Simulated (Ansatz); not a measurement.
Defect: interstitial H in zinc-blende BP, charge state +1. Computed with PBE, PAW (plane waves to 420 eV; Ansatz, a first-principles code).

Settings: 64 host sites, the relaxed PBE lattice, a 2×2×2 k-point mesh shifted by half a step, smearing 0.01 eV, spin-restricted, no image-charge correction. Static, classical nuclei. The charge state is imposed; whether it is stable for some Fermi level was not computed. Sites that were not tried may lie lower.

Barriers: single points on a 3×3×3 k-point mesh shifted by half a step at the bands' geometries.

A. a concerted move, in which H travels most (a rearrangement that moves the defect's centre by under 1 Å); the atom moves 0.87 Å along (0.00, -0.14, 0.13) of the unit cell; the moving atom starts with neighbours B at 1.29; P at 1.50, P at 2.15 Å and ends with B at 1.29; P at 1.49, P at 2.16 Å; saddle order not checked, on a symmetry element.
B. a concerted move, in which H travels most; the atom moves 1.21 Å along (-0.18, -0.19, 0.00) of the unit cell; the moving atom starts with neighbours B at 1.29; P at 1.49 Å and ends with B at 1.29; P at 1.49 Å; saddle order not checked, on a symmetry element.

A band can be held on a symmetry element, so unchecked saddle points there may be too high.

Q: Put the candidates in order of forward barrier, lowest first, for PBE, PAW.

A: A (0.098 eV), B (0.42 eV)
